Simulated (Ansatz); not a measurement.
```yaml
crystal:
  lattice:
    - [2.52885, 1.46003, 4.64318]
    - [-2.52885, 1.46003, 4.64318]
    - [0.00000, -2.92006, 4.64318]
  atoms:
    - { symbol: Ga, position: [0.64490, 0.64490, 0.64490] }
    - { symbol: Ga, position: [0.14490, 0.14490, 0.14490] }
    - { symbol: Ga, position: [0.35510, 0.35510, 0.35510] }
    - { symbol: Ga, position: [0.85510, 0.85510, 0.85510] }
    - { symbol: O, position: [0.75000, 0.44657, 0.05343] }
    - { symbol: O, position: [0.05343, 0.75000, 0.44657] }
    - { symbol: O, position: [0.25000, 0.55343, 0.94657] }
    - { symbol: O, position: [0.55343, 0.94657, 0.25000] }
    - { symbol: O, position: [0.94657, 0.25000, 0.55343] }
    - { symbol: O, position: [0.44657, 0.05343, 0.75000] }
```

No spin polarisation.

Method: Kohn–Sham DFT with the PBE functional, run in Ansatz (an electronic-structure program) with PAW and 420 eV plane waves, no spin-orbit coupling. Γ-centred 8×8×8 mesh, Fermi–Dirac width 0.05 eV.

**Question.** What is the computed smallest direct gap?

**Answer.** 2.38 eV.

**Question.** Predict the stress (xx, yy, zz, yz, xz, xy; compression positive).

**Answer.** (-2.33, -2.33, -7.02, 0.00, 0.00, 0.00) GPa.

**Question.** Estimate the gap character.

**Answer.** Indirect, Γ–S₀ (50 % along) → Γ.

The cells carry an imposed strain or load. Whether these cells are dynamically stable was not tested. The cell was made from Ga2O3 in the corundum structure (space group R-3c, No. 167) by this change: uniaxial strain ε_zz = +2.25 %.
